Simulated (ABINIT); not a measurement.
Input and output of a self-consistent single point for MnTlCl3 (P1, 5 atoms in the cell) (ABINIT).

Method of the run: LDA (PW92), PAW (JTH v2.0 LDA PAW) (plane waves; ABINIT).

The change in words: lattice scaled by 0.98. Reference geometry:
```
CELL_PARAMETERS angstrom
      5.06927     0.00000     0.00000
      0.00000     5.06927     0.00000
      0.00000     0.00000     5.06927
ATOMIC_POSITIONS crystal
  Mn 0.50016 0.50794 0.50706
  Tl 0.99412 0.99166 0.99940
  Cl 0.00832 0.51239 0.50600
  Cl 0.52089 0.98506 0.49984
  Cl 0.47650 0.50294 0.98770
```
Moments meant for the start (each program seeds them in its own way; μB, in the order of the atoms Mn Tl Cl Cl Cl): 4.0 0.0 0.0 0.0 0.0.

Reference input (self-consistent single point, DFT, LDA (PW92), plane waves, PAW (JTH v2.0 LDA PAW)): pseudos = [Mn.LDA_PW-JTH.xml, Tl.LDA_PW-JTH.xml, Cl.LDA_PW-JTH.xml]; ecut = 30 Ha; pawecutdg = 60 Ha; pawxcdev = 0; ixc = 7; nsppol = 2; occopt = 3; tsmear = 0.02 eV; ngkpt = 3 3 3; nshiftk = 1; shiftk = 0 0 0; potentials = JTH v2.0 LDA PAW. This run's input differs from it in these lines:

```diff
@@ -5,5 +5,5 @@
 rprim
-         9.5795319518    0.0000000000    0.0000000000
-         0.0000000000    9.5795319518    0.0000000000
-         0.0000000000    0.0000000000    9.5795319518
+         9.3879420686    0.0000000000    0.0000000000
+         0.0000000000    9.3879420686    0.0000000000
+         0.0000000000    0.0000000000    9.3879420686
 natom 5
```

Log, with long lists cut:

```
--- !BeginCycle
solver: {iscf: 17, nstep: 80, nline: 4, wfoptalg: 10, }
tolerances: {tolvrs: 1.00E-10, }
...

     iter   Etot(hartree)     deltaE(h) residm    nres2    magn
 ETOT  1  -198.92761035792    -1.99E+02 3.36E+00 8.12E+02 1.736
 ETOT  2  -206.11172377418    -7.18E+00 3.43E-01 2.65E+03 0.517
 ETOT  3  -202.06203780555     4.05E+00 3.30E-01 1.02E+02 2.953
 ETOT  4  -202.03089780088     3.11E-02 3.38E-02 6.41E+01 3.638
 ETOT  5  -202.01541501608     1.55E-02 2.46E-02 3.47E+01 4.476
   [... 24 lines left out ...]
 ETOT 30  -202.00588195366    -1.86E-11 2.72E-04 2.30E-09 5.000
 ETOT 31  -202.00588195366    -7.39E-13 1.49E-04 3.34E-10 5.000
 ETOT 32  -202.00588195366    -4.35E-12 2.83E-04 1.06E-10 5.000
 ETOT 33  -202.00588195366     2.02E-12 1.32E-04 1.39E-11 5.000
 At SCF step   33       nres2   =  1.39E-11 < tolvrs=  1.00E-10 =>converged.

 Cartesian components of stress tensor (hartree/bohr^3)
  sigma(1 1)=  8.29478551E-05  sigma(3 2)=  2.75605224E-06
  sigma(2 2)=  7.36744921E-05  sigma(3 1)= -2.41473918E-06
  sigma(3 3)=  7.58667126E-05  sigma(2 1)=  8.02410346E-07

 Integrated electronic and magnetization densities in atomic spheres:
 Radius=ratsph(iatom), smearing ratsm=  0.0000. Diff(up-dn)=approximate z local magnetic moment.
 Atom    Radius    up_density   dn_density  Total(up+dn)  Diff(up-dn)
    1   2.11192     8.635524     4.365113     13.000637     4.270410
    2   2.41560     5.317660     5.315537     10.633197     0.002123
    3   1.80365     2.206563     2.135094      4.341656     0.071469
    4   1.80365     2.209014     2.135793      4.344806     0.073221
   [... lines left out ...]
 Total magnetization (from the atomic spheres):             4.489813
 Total magnetization (exact up - dn):                       5.000001
 Fermi (or HOMO) energy (hartree) =   0.15169   Average Vxc (hartree)=  -0.34672
   [... lines left out ...]
'-kT*entropy'       : -7.13260193471466E-15
total_energy        : -2.02005881759505E+02
total_energy_eV     : -5.49685959053566E+03
...

-Cartesian components of stress tensor (GPa)         [Pressure= -2.2800E+00 GPa]
- sigma(1 1)=  2.44040974E+00  sigma(3 2)=  8.10858428E-02
- sigma(2 2)=  2.16757803E+00  sigma(3 1)= -7.10440674E-02
- sigma(3 3)=  2.23207537E+00  sigma(2 1)=  2.36077235E-02

 Calculation completed.
```

The run converged in 33 iterations. Against the reference run the free energy goes down by 30.7 meV/atom, the pressure goes from -4.18 to -2.28 GPa, the largest force goes from 0.398 to 0.586 eV/Å, the gap on the mesh goes from 1.365 to 1.108 eV and the size of the net moment stays at 1.00 μB/atom.

The starting cell comes from a database of computed structures (which also holds hypothetical and non-ambient phases and stackings), without a prior relaxation at this level. Its atoms were displaced at random from the sites of space group no. 221. For this run, on top of that: lattice scaled by 0.98. Spin-orbit coupling is off. With one magnetic atom in the cell only a parallel order is possible.

Cost on one core of a shared machine: roughly 10 min.
